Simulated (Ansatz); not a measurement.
Base system: TeO2 in the fluorite structure (space group Fm-3m, No. 225; a hypothetical phase, not in the database extracts checked).

```yaml
crystal:
  lattice:
    - [0.00000, 2.66168, 2.66168]
    - [2.66168, 0.00000, 2.66168]
    - [2.66168, 2.66168, 0.00000]
  atoms:
    - { symbol: Te, position: [0.00000, 0.00000, 0.00000] }
    - { symbol: O, position: [0.25000, 0.25000, 0.25000] }
    - { symbol: O, position: [0.75000, 0.75000, 0.75000] }
```

Computed with PBEsol, PAW, 420 eV (Ansatz, a quantum-chemistry and plane-wave program; scalar-relativistic without spin-orbit coupling), earlier PAW set.

Base values:

| Item | Result |
|---|---|
| Valley order | a point along ⟨100⟩, about 0.7 Å⁻¹ from Γ 0.73 eV; a point along ⟨110⟩, about 0.2 Å⁻¹ from Γ 1.72 eV |
| Lattice parameter a | 5.323 Å |
| Hole mass | 0.92 mₑ along k, 1.2 mₑ across (at L) |
| Smallest direct gap | 2.60 eV |

Perturbation: hydrostatic tension (pressure −2 GPa).

**Question.** Predict the new valley order, lattice parameter a, hole mass and smallest direct gap.

**Answer.** The valley order (the lowest conduction-band minima on the path, energy above the VBM, named in the base's zone) goes from a point along ⟨100⟩, about 0.7 Å⁻¹ from Γ 0.73 eV; a point along ⟨110⟩, about 0.2 Å⁻¹ from Γ 1.72 eV to a point along ⟨100⟩, about 0.7 Å⁻¹ from Γ 0.74 eV; a point along ⟨110⟩, about 0.2 Å⁻¹ from Γ 1.73 eV; the lattice parameter a increases by 0.021 Å to 5.344 Å; the hole mass goes from 0.92 mₑ along k, 1.2 mₑ across (at L) to 0.93 mₑ along k, 1.2 mₑ across (at L); the smallest direct gap decreases by 0.093 eV to 2.50 eV.

Spin-orbit coupling, missing from the scalar runs, can matter with Te. Load acts through the strain it causes; cell and atoms are relaxed under it. Masses are band curvatures over ±0.01 Å⁻¹ around the edge. Along k means along the line from Γ to the band edge. Stability against distortions was not tested.
